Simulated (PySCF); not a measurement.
PySCF 2.14.0, HF/def2-svp, df: Ti(NEtMe)(H)3 (CC[N](C)[TiH3]), 16 atoms. The geometry is a generated start, not checked to be a minimum at this level.

```json
{
 "task": "energy",
 "method": "hf",
 "basis": "def2-svp",
 "two_electron_scheme": "density fitting",
 "mol.max_memory": "3000 MB",
 "mf.max_cycle": "100",
 "mf.conv_tol": "1e-09 (default)",
 "basis_functions": "142"
}
```

```xyz
16

Ti    -2.0196     0.3364    -0.3705
N     -0.3791    -0.4065     0.0427
C     -0.0664    -1.1104     1.2696
C      0.7701    -0.1818    -0.8085
C      1.6421     0.9738    -0.2961
H      0.4919    -0.4771     1.9744
H      0.5423    -2.0026     1.0585
H     -1.0001    -1.4294     1.7503
H      1.3783    -1.1020    -0.8804
H      0.3954     0.0723    -1.8189
H      2.1337     0.7004     0.6337
H      2.4034     1.2308    -1.0277
H      1.0002     1.8401    -0.1219
H     -2.6797     0.8157     1.1377
H     -2.8145    -0.9538    -1.1452
H     -1.7982     1.6940    -1.3977
```

Charge 0 and multiplicity 1 are set for this test and not shown to be the ground state.

With the defaults (mf.diis = true, mf.DIIS = CDIIS, mf.level_shift = 0, mf.init_guess = minao, mf.diis_space = 8) it converges in 15 Fock builds. One run each on 2 threads, 1 BLAS thread, with these changes:
- mf.init_guess = huckel
- mf.level_shift = 0.3 Hartree
- mf.DIIS = EDIIS
- mf.DIIS = ADIIS
- mf.diis_space = 5
- mf.diis_space = 20
- mf.diis_space = 12
- mf.diis_space = 3
- mf.diis = false

Question: Which of these changes keep the SCF from converging, or lead it to another solution?

Answer: No convergence: mf.diis = false (the run ends without SCF convergence in 100 cycles). The rest reach the solution of the defaults.

```json
[
 {"setting": "the defaults", "Fock builds": "15", "end": "same solution"},
 {"setting": "mf.init_guess = huckel", "Fock builds": "15", "end": "same solution"},
 {"setting": "mf.diis_space = 12", "Fock builds": "15", "end": "same solution"},
 {"setting": "mf.diis_space = 20", "Fock builds": "15", "end": "same solution"},
 {"setting": "mf.diis_space = 5", "Fock builds": "16", "end": "same solution"},
 {"setting": "mf.level_shift = 0.3 Hartree", "Fock builds": "18", "end": "same solution"},
 {"setting": "mf.diis_space = 3", "Fock builds": "19", "end": "same solution"},
 {"setting": "mf.DIIS = ADIIS", "Fock builds": "23", "end": "same solution"},
 {"setting": "mf.DIIS = EDIIS", "Fock builds": "62", "end": "same solution"},
 {"setting": "mf.diis = false", "Fock builds": "101", "end": "no convergence"}
]
```
